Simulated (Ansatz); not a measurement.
# HgTe (model structure, started from the WC type, P-6m2, No. 187, 2 atoms in the cell)

Method: r²SCAN (Ansatz, an electronic-structure program, PAW).

Run with plane-wave cutoff 500 eV, 12×12×10 k mesh (along the axes of the cell as run), Fermi–Dirac smearing 0.05 eV, scalar-relativistic PAW data made under PBE.

Cell (relaxed at this level):

HgTe is modelled in the hexagonal space group P-6m2 (No. 187), Pearson symbol hP2. Conventional cell: a = b = 4.1721 Å, c = 3.8691 Å, α = β = 90.00°, γ = 120.00°. Hg on 1a is coordinated by 6 Te at 3.089 Å (trigonal prismatic). Te on 1f is surrounded by 6 Hg at 3.089 Å (trigonal prismatic). (Neighbours: up to the widest gap in distance over summed covalent radii, below 1.35, at either atom; cation-cation and far metal-metal contacts left out.)

```yaml
band_gap: zero (no gap)
```

Note: the relaxation could raise the start's symmetry but not lower it, so the cell can be a saddle point.

Spin–orbit coupling is not included; it can shift volumes and moduli of such heavy elements.

A model structure was made by putting elements into a prototype or built by hand; it is no filed structure, need not be a known phase, and can be a saddle point held by its symmetry.
